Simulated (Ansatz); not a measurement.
TiAs (P6₃/mmc, No. 194) was calculated with r²SCAN in Ansatz (plane waves, PAW).

Settings: plane-wave cutoff 560 eV, 18×18×6 k mesh (along the axes of the cell as run), Fermi–Dirac smearing 0.05 eV, no spin polarisation, scalar-relativistic PAW data made under PBE.

The volume scan:

| V (Å³/atom) | E − E_lowest (meV/atom) |
|---|---|
| 16.585 | 11.73 |
| 16.930 | 2.84 |
| 17.276 | 0.00 |
| 17.621 | 2.61 |
| 17.967 | 10.15 |

Problem. Estimate the bulk modulus and its pressure derivative from these points.

Solution. V0 = 17.277 Å³/atom, B0 = 126 GPa, B′ = 4.2 (fit to the energies at full precision).

Shape and atoms are relaxed at each volume.

Note: the bulk modulus comes from volumes at which shape and atoms were relaxed.

The computed numbers hold no vibrational or temperature effects.

Ansatz is a quantum-chemistry and plane-wave program.
